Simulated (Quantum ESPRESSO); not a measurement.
# Refining one setting for NdSbPd (P6_3/mmc, 6 atoms in the cell)

```
NdSbPd
1.0
    4.65810     0.00000     0.00000
   -2.32905     4.03403     0.00000
    0.00000     0.00000     8.17985
Nd Sb Pd
2 2 2
Direct
  0.00000   0.00000   0.50000
  0.00000   0.00000   0.00000
  0.33333   0.66667   0.75000
  0.66667   0.33333   0.25000
  0.33333   0.66667   0.25000
  0.66667   0.33333   0.75000
```
Moments meant for the start (each program seeds them in its own way; μB, in the order of the atoms Nd Nd Sb Sb Pd Pd): 3.0 3.0 0.0 0.0 0.0 0.0.

Level of theory: PBEsol, SSSP 1.1.2 efficiency (PBE) pseudopotentials (plane waves; Quantum ESPRESSO 7.5).

The starting cell comes from a database of computed structures (which also holds hypothetical and non-ambient phases and stackings), without a prior relaxation at this level. Its lattice was rescaled by a random factor within 2.5 % of one. The magnetic order is the one reached from the typed start; others were not searched systematically. With U or open f shells several self-consistent states can exist. The f electrons are in the valence without U or exact exchange, which can misplace them near the Fermi level. Spin-orbit terms, which matter for f shells, are left out. In the base run, with a pressure of about -6 GPa the cell is away from its equilibrium volume at this level. Without a gap this mesh is coarse (it stands for a supercell whose shortest vector is 16 Å).

Held fixed: ecutwfc = 60 Ry; ecutrho = 480 Ry; occupations = smearing; smearing = cold; degauss = 0.0099958 Ry; nspin = 2; input_dft = pbesol; K_POINTS = automatic 4 4 2 0 0 0; mixing_beta = 0.3.

ΔF is the free energy per atom less that of the last row (1e-10 Ry).

The series runs over conv_thr = 0.0001 Ry; 1e-05 Ry; 1e-07 Ry; 1e-10 Ry.

**Question.** From which setting on does the pressure stay within 0.1 GPa of the last one?

**Answer.** From conv_thr = 1e-07 Ry on; the one before it is off by 0.26 GPa. Only the last setting checks this, so the series should go further.

```
conv_thr   ΔF (meV/atom)  pressure (GPa)  size of the net moment (μB/atom)  iterations
---------  -------------  --------------  --------------------------------  ----------
0.0001 Ry          -0.49           -6.39                              1.06          13
1e-05 Ry           -0.03           -6.33                              1.06          22
1e-07 Ry            0.00           -6.10                              1.06          28
1e-10 Ry            0.00           -6.06                              1.06          34
```

Left out of this page: 1 run of the series outside the window shown, repeating another row's setting, or not comparable.
